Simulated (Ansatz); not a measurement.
Worked example: relaxation of the atoms of LuAu4 (I4, 5 atoms in the cell) in Ansatz (a first-principles code).

Level of theory: LDA (PW92), default PAW files made with PBE (plane waves; Ansatz).

The change in words: one atom moved by 0.15 angstrom; relax: default → atoms; relax.f_tol: default → 0.05 eV/Å. Reference geometry:
```yaml
crystal:
  lattice:
    - [-3.33299, 3.33299, 2.06013]
    - [3.33299, -3.33299, 2.06013]
    - [3.33299, 3.33299, -2.06013]
  atoms:
    - { symbol: Lu, position: [0.00000, 0.00000, 0.00000] }
    - { symbol: Au, position: [0.20015, 0.39883, 0.59898] }
    - { symbol: Au, position: [0.79985, 0.60117, 0.40102] }
    - { symbol: Au, position: [0.39883, 0.79985, 0.19868] }
    - { symbol: Au, position: [0.60117, 0.20015, 0.80132] }
```

Reference input (self-consistent single point, DFT, LDA (PW92), plane waves, default PAW files made with PBE): basis.ecutwfc = 420 eV; kpoints.mp_grid.grid = 7 7 7; hamiltonian.xc = lda; hamiltonian.pseudopotentials = {kind: paw} (the program's default PAW files); scf.occupations.method = fermi_dirac; scf.occupations.width = 0.1 eV. This run's input differs from it in these lines:

```diff
@@ -6,3 +6,3 @@
   atoms:
-    - { symbol: Lu, position_ang: [0.00000000, 0.00000000, 0.00000000] }
+    - { symbol: Lu, position_ang: [0.00000000, -0.00000000, 0.15000189] }
     - { symbol: Au, position_ang: [2.65859360, 1.33419630, 0.00000000] }
@@ -20,2 +20,4 @@
   occupations: { method: fermi_dirac, width: 0.1 eV }
+relax:
+  f_tol: 0.05
 output:
```

Output (repeated stretches shortened):

```
   [... SCF lines of the steps left out ...]
relax step   1: F+E_penalty+E_count = -65955.77805583 eV  Δ(F+E_penalty+E_count) = +0.000e0 eV  max|allowed force component| = 1.138e0 eV/Å  Δτ_max = 0.0000 Å  (6 SCF iters, dr2 threshold 6.25e-5 eV, accepted)
relax step   2: F+E_penalty+E_count = -65955.82962522 eV  Δ(F+E_penalty+E_count) = -5.157e-2 eV  max|allowed force component| = 7.104e-1 eV/Å  Δτ_max = 0.1955 Å  (7 SCF iters, dr2 threshold 8.09e-5 eV, accepted)
relax step   3: F+E_penalty+E_count = -65955.86321161 eV  Δ(F+E_penalty+E_count) = -3.359e-2 eV  max|allowed force component| = 1.253e-2 eV/Å  Δτ_max = 0.0742 Å  (7 SCF iters, dr2 threshold 3.15e-5 eV, accepted)
relax step   4: F+E_penalty+E_count = -65955.86321191 eV  Δ(F+E_penalty+E_count) = -3.069e-7 eV  max|allowed force component| = 1.259e-2 eV/Å  Δτ_max = 0.0000 Å  (4 SCF iters, accepted)
the relaxation is at rest under the 4 symmetry operations that the run kept from its start: a minimum is not shown …
Stability not checked: this state was not tested for a lower state beside it, because too few of the mixer's solves of this state at the end of the SCF gave a …
Free energy (F): -65955.863212 eV
Internal energy: -65955.819250 eV  (E = F + TS)
E sigma→0 (E₀):  -65955.841231 eV
Entropy (-TS):   -0.043962 eV (-8.792 meV/atom)
Fermi energy:    19.605960 eV
--- Forces (eV/Å), atoms counted from 1 ---
  atom   1  Lu     0.00000000    -0.00000000     0.01269871
   [... lines left out ...]
    - { symbol: Au, position: [0.20720603915291008, 0.40641686963612594, 0.5989039150540838] }
    - { symbol: Au, position: [0.8075129545820422, 0.6083021240988266, 0.4010960849459162] }
    - { symbol: Au, position: [0.4064168696361259, 0.8075129545820421, 0.19921083048321564] }
    - { symbol: Au, position: [0.6083021240988263, 0.20720603915291, 0.8007891695167842] }
```

The run converged. 

Summary of the result:
```
Quantity                                                  Value
-----------------------------------------------  --------------
Free energy E − TS (on the zero of these files)  -65955.8632 eV
Fermi level (on the code's own zero)                   19.61 eV
Pressure                                              -6.50 GPa
Largest force (vector length)                        0.013 eV/Å
Relaxation steps                                              4
```

The starting cell comes from a database of computed structures (which also holds hypothetical and non-ambient phases and stackings), without a prior relaxation at this level. Its lattice was rescaled by up to half a per cent. For this run, on top of that: one atom moved by 0.15 angstrom. The relaxation keeps the symmetry of its start, so its end need not be a minimum. Ansatz's pressure includes its estimate of the finite-basis (Pulay) stress.

Cost on one core of a shared machine: roughly 80 s.

Keys are those of Ansatz 0.2.
